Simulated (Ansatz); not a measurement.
This Ansatz (a first-principles code) input is the reference run, C in the diamond structure (space group Fd-3m, No. 227), computed with Ansatz r2SCAN, without spin-orbit coupling:

Ansatz 0.2 input:
```yaml
crystal:
  lattice:
    - [0, 1.7801402754, 1.7801402754]
    - [1.7801402754, 0, 1.7801402754]
    - [1.7801402754, 1.7801402754, 0]
  atoms:
    - { symbol: C, position: [0, 0, 0] }
    - { symbol: C, position: [0.25, 0.25, 0.25] }
basis: { ecutwfc: 500, ecutrho_ratio: 4, xc_grid: 4, fft_grid_basis: typed }
kpoints: { mp_grid: { grid: [16, 16, 16] } }
hamiltonian:
  xc: r2scan
  dispersion: none
  pseudopotentials: { kind: paw }
scf: { occupations: { method: fermi_dirac, width: 0.05 }, convergence: { dr2_threshold: 0.0000000002 } }
output: { forces: true, stress: true }
checkpoint: { write: state.ck, write_every: 1000 }
```

Q: Write the input for this change: the cell is stretched by 2.00 % along z with no lateral relaxation; the atoms relax in the strained cell.

A: 
Ansatz 0.2 input:
```yaml
crystal:
  lattice:
    - [0, 1.7801402754, 1.8157430809]
    - [1.7801402754, 0, 1.8157430809]
    - [1.7801402754, 1.7801402754, 0]
  atoms:
    - { symbol: C, position: [0, 0, 0] }
    - { symbol: C, position: [0.25, 0.25, 0.25] }
basis: { ecutwfc: 500, ecutrho_ratio: 4, xc_grid: 4, fft_grid_basis: typed }
kpoints: { mp_grid: { grid: [16, 16, 16] } }
hamiltonian:
  xc: r2scan
  dispersion: none
  pseudopotentials: { kind: paw }
scf: { occupations: { method: fermi_dirac, width: 0.05 }, convergence: { dr2_threshold: 0.0000000002 } }
relax: { f_tol: 0.005, max_steps: 50 }
output: { forces: true, stress: true }
checkpoint: { write: state.ck, write_every: 1000 }
```
This is the input that was run.

Whether these cells are dynamically stable was not tested.
